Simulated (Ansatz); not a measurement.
MoGe2 (I4/mmm, No. 139, 3 atoms in the cell; start mp-10201) was calculated with PBEsol (Ansatz, a first-principles code, plane waves, PAW).

Numerical settings: plane-wave cutoff 520 eV, 24×24×24 k mesh, Fermi–Dirac smearing 0.05 eV, no spin polarisation, scalar-relativistic PAW data made under PBE.

Cell (relaxed at this level):

```
MoGe2
1.0
   -1.64850     1.64850     4.09398
    1.64850    -1.64850     4.09398
    1.64850     1.64850    -4.09398
Ge Mo
2 1
Direct
  0.66215   0.66215   0.00000
  0.33785   0.33785   0.00000
  0.00000   0.00000   0.00000
```

Problem. What does this level give for the bulk modulus?

Solution. 
* **bulk modulus**: 180 GPa

The run finds no gap.

Note: the bulk modulus is −V dP/dV from two relaxed cells at ±2 % in volume; the relaxation could not lower the start's symmetry, so the cell can be a saddle point above a distorted one.

Static lattice: no zero-point or thermal effects.

A start named mp-… is a Materials Project structure, which need not be a measured phase.
